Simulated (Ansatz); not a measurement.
A relaxation of cell and atoms of Se (P3_121, 3 atoms in the cell) with Ansatz (an electronic-structure program).

Computed with LDA (PW92), default PAW files made with PBE (plane waves; Ansatz).

The change in words: atoms on their sites; basis.ecutwfc: 420 eV → 250 eV; relax: default → cell and atoms. Reference geometry:
```xyz
3
Lattice="2.1916 -3.7959 0.0000 2.1916 3.7959 0.0000 0.0000 0.0000 4.9649" Properties=species:S:1:pos:R:3 pbc="T T T"
Se     0.4931     0.8541     3.3099
Se     3.4469     0.0000     0.0000
Se     0.4931    -0.8541     1.6549
```

Reference input (self-consistent single point, DFT, LDA (PW92), plane waves, default PAW files made with PBE): basis.ecutwfc = 420 eV; kpoints.mp_grid.grid = 5 5 3; hamiltonian.xc = lda; hamiltonian.pseudopotentials = {kind: paw} (the program's default PAW files); scf.occupations.method = fermi_dirac; scf.occupations.width = 0.01 eV. This run's input differs from it in these lines:

Ansatz 0.2 input:
```diff
@@ -8,6 +8,6 @@
     - { symbol: Se, position: [0.000000, 0.225000, 0.666667] }
-    - { symbol: Se, position: [0.786407, 0.786407, 0.000000] }
+    - { symbol: Se, position: [0.775000, 0.775000, 0.000000] }
     - { symbol: Se, position: [0.225000, 0.000000, 0.333333] }
 basis:
-  ecutwfc: 420.0 eV
+  ecutwfc: 250.0 eV
 kpoints:
@@ -19,2 +19,4 @@
   occupations: { method: fermi_dirac, width: 0.01 eV }
+relax:
+  cell: {}
 output:
```

Output, abridged:

```
   [... SCF lines of the steps left out ...]
relax step   1: F+E_penalty+E_count = -16148.46064187 eV  Δ(F+E_penalty+E_count) = +0.000e0 eV  max|allowed force component| = 1.949e-1 eV/Å  Δτ_max = 0.0000 Å  P = -1.536 GPa  Ω = 82.604 Å³  (6 SCF iters, dr2 threshold 1.00e-7 eV, accepted)
relax step   2: F+E_penalty+E_count = -16149.29974438 eV  Δ(F+E_penalty+E_count) = -8.391e-1 eV  max|allowed force component| = 2.977e-1 eV/Å  Δτ_max = 0.0736 Å  P = +12.098 GPa  Ω = 73.229 Å³  energy of the carried Pulay correction = +1.084e0 eV  [...]
   [... lines left out ...]
relax step  41: F+E_penalty+E_count = -16148.61372559 eV  Δ(F+E_penalty+E_count) = -4.088e-3 eV  max|allowed force component| = 4.808e-5 eV/Å  Δτ_max = 0.0003 Å  P = -0.000 GPa  Ω = 70.411 Å³  energy of the carried Pulay correction = +4.082e-3 eV  [...]
relax step  42: F+E_penalty+E_count = -16148.60895271 eV  Δ(F+E_penalty+E_count) = +4.773e-3 eV  max|allowed force component| = 2.767e-4 eV/Å  Δτ_max = 0.0000 Å  P = -0.033 GPa  Ω = 70.411 Å³  stress off target by 3.77e-2 GPa  SCF on the basis [...]
basis re-selected at this cell: Δ(F+E_penalty+E_count) = +4.773e-3 eV, ΔP = -0.033 GPa vs the last step
the relaxation is at rest under the 6 symmetry operations that the run kept from its start: a minimum is not shown …
Stability not checked: this state was not tested for a lower state beside it, because too few of the mixer's solves of this state at the end of the SCF gave a …
Free energy (F): -16148.608953 eV
Internal energy: -16148.608953 eV  (E = F + TS)
   [... lines left out ...]
Fermi energy:    8.941508 eV
  cell:  # Å, volume = 70.4109 Å³
   [... lines left out ...]
    - [2.0016825138165717, 3.467015814552493, -1.578356643278979e-17]
    - [-3.575681913219281e-17, 3.02342230362057e-32, 5.072927346673767]
  atoms:
    - { symbol: Se, position: [5.9544606242302215e-18, 0.253709882995927, 0.6666666666666666] }
    - { symbol: Se, position: [0.7462901170040728, 0.7462901170040728, -2.813959955674721e-18] }
    - { symbol: Se, position: [0.253709882995927, 2.977230312115108e-18, 0.3333333333333333] }
```

The run converged. 

Summary of the result:
- Free energy E − TS (on the zero of these files): -16148.6090 eV
- Top of the valence band (on the code's own zero): 8.35 eV
- Gap on the k-point mesh: 1.17 eV
- Pressure: -0.03 GPa
- Final cell: a = b = 4.003 Å, c = 5.073 Å, α = β = 90.00°, γ = 120.00°
- Final volume per atom: 23.47 Å³
- Relaxation steps: 42

The starting cell has typed, rounded lattice constants, without a prior relaxation at this level. Its lattice was rescaled by up to half a per cent. The relaxation keeps the symmetry of its start, so its end need not be a minimum. Ansatz's pressure includes its estimate of the finite-basis (Pulay) stress. Without the estimate this run gives -21.04 GPa. The cutoff lies below the one recommended for these files.
